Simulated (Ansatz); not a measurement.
**A computed series for hypothetical diamond Ni: pressure series**

Consider Ni in the diamond structure (space group Fd-3m, No. 227; a = 5.100 Å; ferromagnetic; a hypothetical phase, not in the database extracts checked).

Cell and atoms are relaxed at each pressure.

Method: PBE/PAW in Ansatz (an electronic-structure program), without spin-orbit coupling.

```
P (GPa)  V (Å³/atom)
-------  -----------
-1.99         16.970
-0.99         16.768
0.30          16.526
0.70          16.455
1.51          16.318
3.01          16.080
5.01          15.789
7.51          15.464
10.01         15.173
```

Task: Fit a third-order Birch–Murnaghan equation of state.

Result: Least squares on P(V) = (3B₀/2)[(V₀/V)^(7/3) − (V₀/V)^(5/3)]·[1 + (3/4)(B₀′ − 4)((V₀/V)^(2/3) − 1)] gives V₀ = 16.58 Å³/atom, B₀ = 91 GPa and B₀′ = 4.8.

Other magnetic orders, which the real material may have, were not ruled out. Load acts through the strain it causes; cell and atoms are relaxed under it. Whether these cells are dynamically stable was not tested. No other phases were tried under pressure.
